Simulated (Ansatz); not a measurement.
# Several settings converged on a (001) slab of Ta2H (cut from a parent of space group no. 21; 6 atoms in the cell)

```xyz
6
Lattice="2.9445 0.0000 0.0000 -3.8582 2.7991 0.0000 0.0000 0.0000 21.3129" Properties=species:S:1:pos:R:3 pbc="T T T"
H      0.0000     0.0000     8.2653
H      0.0000     0.0000    13.0477
Ta    -0.4569     1.3996     9.5306
Ta     1.4722     0.0000     7.0000
Ta    -0.4569     1.3996    14.3129
Ta     1.4722     0.0000    11.7824
```

Base method: LDA (PW92), default PAW files made with PBE (plane waves; Ansatz, an electronic-structure program).

Base settings: basis.ecutwfc = 30.9 Ry; kpoints.mp_grid.grid = 12 12 1; hamiltonian.xc = lda; hamiltonian.pseudopotentials = {kind: paw} (the program's default PAW files); scf.occupations.method = fermi_dirac; scf.occupations.width = 0.0073 Ry.

The count of work is k-points × plane waves × bands × iterations; it is no time. Core times come from one kind of shared machine, to one figure; runs under 30 s give none.

**The vacuum**

The mesh stays at the base's, so the ladder's end is converged at best in this setting alone.

Only quantities that move along the ladder and can be compared are tabulated.

```csv
vacuum between outermost atoms (Å),free energy less the last step's (meV/atom),largest difference of a force vector from the last step's (eV/Å),count of work / last
3.0,-389.96,2.444,0.21
4.0,-121.87,1.083,0.26
5.0,-29.65,0.271,0.29
6.0,-6.20,0.055,0.31
7.0,-1.21,0.012,0.34
8.0,-0.23,0.004,0.36
10.0,0.01,0.001,0.41
12.0,0.01,0.001,0.45
14.0,0.02,0.000,0.50
17.0,0.01,0.000,0.65
20.0,0.01,0.000,0.73
25.0,0.01,0.001,0.87
30.0,0.00,0.000,1.0
```

Smallest vacuum between outermost atoms (Å) that holds the forces within 0.02 eV/Å of the last step, with all finer ones: 7.0, at 0.34 of the last step's count of work; the step before is off by 0.055 eV/Å.

Smallest vacuum between outermost atoms (Å) that holds the free energy within 1 meV/atom of the last step, with all finer ones: 8.0, at 0.36 of the last step's count of work; the step before is off by 1.2 meV/atom.

**The plane-wave cutoff**

The mesh stays at the base's, so the ladder's end is converged at best in this setting alone.

Only quantities that move along the ladder and can be compared are tabulated.

```tsv
basis.ecutwfc	free energy less the last step's (meV/atom)	largest difference of a force vector from the last step's (eV/Å)	count of work / last
15.4 Ry	599.55	0.028	0.15
18.4 Ry	99.79	0.026	0.19
21.7 Ry	18.26	0.006	0.24
26.1 Ry	4.97	0.002	0.32
30.9 Ry	1.30	0.001	0.35
37.1 Ry	0.45	0.000	0.48
46.3 Ry	0.14	0.000	0.65
61.7 Ry	0.00	0.000	1.0
```

Coarsest basis.ecutwfc that holds the forces within 0.005 eV/Å of the last step, with all finer ones: 26.1 Ry, at 0.32 of the last step's count of work; the step before is off by 0.006 eV/Å.

Coarsest basis.ecutwfc that holds the free energy within 2 meV/atom of the last step, with all finer ones: 30.9 Ry, at 0.35 of the last step's count of work; the step before is off by 5.0 meV/atom.

**The depth of the slab**

On a (001) slab of Ta2H (cut from a parent of space group no. 21; 3 atoms in the cell), and deeper slabs.

Surface energy = (E_slab − N e_bulk)/2A, with e_bulk from the bulk crystal on its finest mesh (1152 k-points); errors per atom of slab and bulk, whose meshes differ, grow with N. The bulk cell stands at -11.4 GPa at this level, so the slab is strained in the plane.

The mesh stays at the base's, so the ladder's end is converged at best in this setting alone.

Only quantities that move along the ladder and can be compared are tabulated.

```tsv
atoms	unrelaxed surface energy (J/m²)	count of work / last	core time / last (rough)
3	3.532	0.065	–
6	3.495	0.15	–
9	3.499	0.33	0.2
12	3.498	0.51	0.3
15	3.496	0.74	0.6
18	3.494	1.0	1
```

Smallest size that holds the unrelaxed surface energy within 0.01 J/m² of the last step, with all finer ones: 6, at 0.15 of the last step's count of work; the step before is off by 0.037 J/m².

On the base run: the starting cell comes from a database of computed structures (which also holds hypothetical and non-ambient phases and stackings), without a prior relaxation at this level. The slab is cut from that crystal, and its faces are unrelaxed. Its lattice was rescaled by up to half a per cent. Spin polarisation is off. In the base run, forces exceed 1 eV/Å.

Left out of this page: 1 run of the series outside the window shown, repeating another row's setting, or not comparable.

Keys are those of Ansatz 0.2.
